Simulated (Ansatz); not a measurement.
Density of states of ZrIr3 (Pm-3m) near the Fermi level, Ansatz (a quantum-chemistry and plane-wave program) with PBEsol, rigid bands.

```
E − E_F (eV) | states/eV/cell
    -1.92 | ############################## 9.01
    -1.82 | ###################### 6.64
    -1.72 | ################## 5.27
    -1.62 | ################ 4.83
    -1.52 | ################# 5.10
    -1.42 | ############### 4.63
    -1.32 | ################ 4.67
    -1.22 | ################## 5.38
    -1.12 | #################### 5.95
    -1.02 | ##################### 6.25
    -0.92 | ################# 4.96
    -0.82 | ############## 4.06
    -0.72 | ############ 3.52
    -0.62 | ############ 3.58
    -0.52 | ############# 3.94
    -0.42 | ################ 4.84
    -0.32 | ################ 4.91
    -0.22 | ############ 3.59
    -0.12 | ########### 3.27
    -0.02 | ########### 3.21
     0.08 | ######## 2.29
     0.18 | ####### 2.12
     0.28 | ####### 2.02
     0.38 | ##### 1.56
     0.48 | ##### 1.40
     0.58 | ##### 1.37
     0.68 | ##### 1.41
     0.78 | ##### 1.48
     0.88 | ##### 1.63
     0.98 | ####### 2.01
     1.08 | ####### 2.13
     1.18 | ####### 2.04
     1.28 | ####### 1.95
     1.38 | ###### 1.67
     1.48 | #### 1.21
     1.58 | ### 0.96
     1.68 | ## 0.75
     1.78 | ## 0.67
     1.88 | ## 0.60
```

**Question.** How far does the Fermi level move in a rigid band for 0.1 electron a cell added or removed?

**Answer.** 35 meV and -32 meV.

A metal at this level (no band gap); rigid bands, thermally averaged at 300 K, both spins. Spin-orbit coupling is left out, which matters with elements this heavy. Geometry: cell and atoms relaxed with PBEsol.

Formula and space group known from diffraction (Crystallography Open Database), not checked to be the room-temperature form: ZrIr3 (Pm-3m).
